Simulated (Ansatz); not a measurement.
We consider Al2Cu (I4/mcm, No. 140), described by PBE-D3(BJ) (PAW; Ansatz, an electronic-structure program).

Settings: plane-wave cutoff 520 eV, 14×14×14 k mesh, Fermi–Dirac smearing 0.05 eV, no spin polarisation, scalar-relativistic PAW data made under PBE.

Results at a series of volumes:

| V (Å³/atom) | E − E_lowest (meV/atom) | P (GPa) |
|---|---|---|
| 13.694 | 8.52 | 4.97 |
| 13.979 | 2.05 | 2.35 |
| 14.265 | 0.00 | 0.00 |
| 14.550 | 1.92 | -2.11 |
| 14.835 | 7.38 | -4.00 |

Task: Estimate the bulk modulus from the pressures at 13.979 and 14.550 Å³/atom, and compare it with a fit to all energies.

Result: B = −V dP/dV. Between V = 13.979 and 14.550 Å³/atom, dP/dV = (-2.11 − (2.35))/(14.550 − 13.979) = -7.81 GPa per Å³/atom; at the midpoint 14.264 Å³/atom this gives B ≈ 111 GPa. The third-order Birch–Murnaghan fit gives V0 = 14.264 Å³/atom, B0 = 111 GPa, B′ = 4.5, which lies within 1 % of that estimate.

Shape and atoms are relaxed at each volume.

Measured, for comparison: equilibrium volume per atom 14.78 Å³/atom (temperature not stated, not corrected to a static lattice, from a published cell, temperature and pressure not stated; as tabulated in James B. Friauf, Journal of the American Chemical Society 49, 3107 (1927)). Computed less measured: equilibrium volume per atom -3.5 %.

It cost around 8 core-minutes (rough) of CPU time.
